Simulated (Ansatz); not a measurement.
Start from Mg2Sn (space group Fm-3m, No. 225; a = 6.747 Å; relaxed with 0.1 eV smearing). Axes: x, y, z lie along the cube axes.

Computed with PBEsol, PAW, 420 eV (Ansatz, a program for electronic structure; no SOC).

Before the change:

- Volume per atom = 25.60 Å³

Now apply this change: uniaxial stress, 3 GPa tension along z; all other stress components relax to zero.

Task: How does this affect the energy relative to the base and volume per atom?

Result: The energy increases by 12 meV/atom; the volume per atom goes up by 0.656 Å³, from 25.60 Å³ to 26.25 Å³.

Load acts through the strain it causes; cell and atoms are relaxed under it. Stability under load was not tested beyond the relaxation.
